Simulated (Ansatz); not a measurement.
Migration barriers: interstitial Zn in monoclinic HfO2, charge state +2

Defect migration in monoclinic HfO2: interstitial Zn, charge state +2. The numbers are results of PBE, PAW (plane waves to 420 eV; Ansatz, a first-principles code), not measurements.

Settings: 96 host sites, the relaxed PBE lattice, the Γ point alone, smearing 0.01 eV, spin-restricted, no image-charge correction. Static, classical nuclei. Spin-orbit coupling is left out. The charge state is imposed; whether it is stable for some Fermi level was not computed. Sites that were not tried may lie lower.

Barriers: single points on a 2×2×2 k-point mesh shifted by half a step at the bands' geometries.

| Route | Start site over the lowest site run (eV) | Hop (Å) | Forward barrier (eV) | Backward barrier (eV) | Neighbours at the start | Neighbours at the saddle | Saddle order | Forward, on the band's own sampling (eV) |
|---|---|---|---|---|---|---|---|---|
| Zn moves alone to another site | 0.00 | 3.44 | 2.13 | 2.13 | O at 1.93, O at 1.96, 2 O at 2.09, O at 2.13 Å | 2 O at 1.81, O at 1.92, O at 1.99 Å | not checked | 2.12 |

Paths come from nudged elastic bands with a climbing image.
